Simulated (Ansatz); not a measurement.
**Response to strain in BeS**

Consider BeS in the zinc blende structure (space group F-43m, No. 216; a = 4.838 Å). Axes: x, y, z lie along the cube axes.

Strains are applied to the cell and any free atomic positions relax; under biaxial strain the out-of-plane vector relaxes too.

Computed with Ansatz (a quantum-chemistry and plane-wave program), PBEsol, PAW, cutoff 420 eV, no spin-orbit coupling.

Notes on the quantities. energy relative to the base: free energy F.

```tsv
biaxial strain, plane normal [111], relaxed out of plane (%)	energy relative to the base (meV/atom)
-2.5	13.5
-2.08	9.3
-1.67	?
-1.25	3.3
-0.83	1.4
-0.42	0.4
0	0.0
```

Q: Fit ΔE = Aε² + Bε³ (ε in %) to the rows shown and predict the withheld row.

A: Least squares on the printed values gives A = 2.06 and B = -0.040 meV/atom (largest residual 0.0 meV/atom); this predicts 5.9 meV/atom, and the run gives 5.9 meV/atom, in agreement.

Whether these cells are dynamically stable was not tested.
